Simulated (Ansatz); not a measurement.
The starting structures come from a database of crystals and need not be the phases stable at ambient conditions.

 Where the default PAW files enter, the runs use the earlier of Ansatz's two default sets.

Inside the gap of an insulator the Bloch states are evanescent, with a wavenumber k + iκ along the transport direction.

Input:

```
CELL_PARAMETERS angstrom
      3.40027     0.00000     0.00000
      0.00000     6.63510     0.00000
      0.00000     0.00000     5.66753
ATOMIC_POSITIONS crystal
  Hf 0.75000 0.89213 0.75132
  Hf 0.25000 0.10787 0.24868
  Hf 0.25000 0.39213 0.74868
  Hf 0.75000 0.60787 0.25132
  O  0.25000 0.65855 0.97921
  O  0.75000 0.34145 0.02079
  O  0.75000 0.15855 0.52079
  O  0.25000 0.84145 0.47921
  O  0.25000 0.07660 0.86050
  O  0.75000 0.92340 0.13950
  O  0.75000 0.57660 0.63950
  O  0.25000 0.42340 0.36050
```

Space group of this cell: Pnma. The cell is strained (all lengths scaled by 1.02); by r2SCAN its mean pressure is -18.1 GPa.

Transport runs along the normal of the first two printed cell vectors.

The gap is the functional's own. No spin-orbit coupling. Mid-gap values are interpolated on the energy grid.

**Question.** Estimate the band gap and the smallest decay constant κ at mid-gap that r2SCAN in Ansatz (a program for electronic structure) returns for this system.

**Answer.** Gap 3.83 eV on a 10×6×6 mesh; κ = 0.442 1/Å, at the zone centre.
